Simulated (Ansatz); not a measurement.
The cell is built on a prototype and need not be the phase stable at ambient conditions.

Consider the following.

```xyz
14
Lattice="5.9346 0.0000 0.0000 0.0000 5.9346 0.0000 2.9673 -2.9673 4.1964" Properties=species:S:1:pos:R:3 pbc="T T T"
Zn     5.9346     1.4836     1.0491
Zn     4.4509     2.9673     3.1473
Zn     7.4182     2.9673     3.1473
Zn     5.9346     4.4509     1.0491
Ge     2.9673     0.0000     2.0982
Ge     2.9673     2.9673     0.0000
O      5.9346    -1.4703     3.1567
O      1.4970     2.9673     1.0397
O      4.4376     2.9673     1.0397
O      5.9346     1.4703     3.1567
O      2.9673     1.4703     3.1378
O      4.4376     0.0000     1.0585
O      1.4970     0.0000     1.0585
O      2.9673    -1.4703     3.1378
```

Space group of this cell: Fd-3m, spinel. The cell was relaxed by PBE-D3(BJ); by r2SCAN its mean pressure is -4.6 GPa.

Transport runs along the normal of the first two printed cell vectors.

The gap is the functional's own, uncorrected, and κ follows it; spin-orbit coupling is left out. Mid-gap values are interpolated between the computed energies.

Question: Predict the band gap and the smallest decay constant κ at mid-gap from r2SCAN run with Ansatz (an electronic-structure program).

Answer: Gap 2.01 eV on a 8×8×8 mesh; κ = 0.225 1/Å, at the zone centre.
